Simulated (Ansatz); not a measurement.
A set of cells, compared by their density of states at the Fermi level.

Cell A: Mo (bcc, Im-3m), 1 atom in the cell; spin state with PBE: run without spin, k-point mesh 26×26×26 on the run's own vectors.
```cif
data_Mo
_chemical_formula_sum 'Mo1'
_space_group_name_H-M_alt 'P 1'
_space_group_IT_number 1
_cell_length_a 2.73766
_cell_length_b 2.73766
_cell_length_c 2.73766
_cell_angle_alpha 109.471
_cell_angle_beta 109.471
_cell_angle_gamma 109.471
loop_
_space_group_symop_operation_xyz
  'x, y, z'
loop_
_atom_site_label
_atom_site_type_symbol
_atom_site_fract_x
_atom_site_fract_y
_atom_site_fract_z
_atom_site_occupancy
Mo1 Mo 0.00000 0.00000 0.00000 1
```

Cell B: Ru (hcp, P6₃/mmc), 2 atoms in the cell; spin state with PBE: run without spin, k-point mesh 30×30×14 on the run's own vectors.
```yaml
crystal:
  lattice:
    - [2.72185, 0.00000, 0.00000]
    - [-1.36093, 2.35720, 0.00000]
    - [0.00000, 0.00000, 4.29393]
  atoms:
    - { symbol: Ru, position: [0.33333, 0.66667, 0.25000] }
    - { symbol: Ru, position: [0.66667, 0.33333, 0.75000] }
```

Cell C: Rh (fcc, Fm-3m), 1 atom in the cell; spin state with PBE: run without spin, k-point mesh 26×26×26 on the run's own vectors.
Space group Fm-3m (No. 225); a = b = c = 3.8320 Å, α = β = γ = 90.00°

```tsv
atom	site	symmetry	x	y	z
Rh	4a	m-3m	0.0000	0.0000	0.0000
```
(The calculation used a cell of 1 atom; values per cell refer to that cell.)

Cell D: Ir (fcc, Fm-3m), 1 atom in the cell; spin state with PBE: run without spin, k-point mesh 26×26×26 on the run's own vectors.
```
CELL_PARAMETERS angstrom
      0.00000     1.93579     1.93579
      1.93579     0.00000     1.93579
      1.93579     1.93579     0.00000
ATOMIC_POSITIONS crystal
  Ir 0.00000 0.00000 0.00000
```

Cell E: Cu (fcc, Fm-3m), 1 atom in the cell; spin state with PBE: run without spin, k-point mesh 28×28×28 on the run's own vectors.
Space group Fm-3m (No. 225); a = 3.6298 Å, b = 3.6298 Å, c = 3.6298 Å, α = 90.00°, β = 90.00°, γ = 90.00°

```tsv
atom	site	symmetry	x	y	z
Cu	4a	m-3m	0.0000	0.0000	0.0000
```
(The calculation used a cell of 1 atom; values per cell refer to that cell.)

All numbers come from Ansatz (a program for electronic structure), plane waves with PAW, its default PAW set, cutoff 420 eV, 500 eV for r2SCAN. The structures are at rest with PBE; other levels are single points on them. Neutral cells; Fermi-Dirac smearing of at most 0.10 eV in the solids, energies taken to zero width. The lattices are those relaxed with PBE, so at other levels the solids can be strained, which adds to the spread. Spin-orbit coupling is left out. A dispersion term ran beside these levels; it doesn't touch the electrons. Both spins, broadened by a Gaussian of 0.2 eV on the run's mesh.

What does PBE give for the density of states at the Fermi level of each cell (states/eV per atom)?


```
system   PBE
------  ----
A       0.64
B       0.84
C        1.4
D       0.93
E       0.30
```

With PBE the value is lowest for E and highest for C.

And at the other levels?


| cell | r2SCAN |
|---|---|
| A | 0.57 |
| B | 0.81 |
| C | 1.3 |
| D | 0.87 |
| E | 0.28 |

With r2SCAN the value is lowest for E and highest for C.
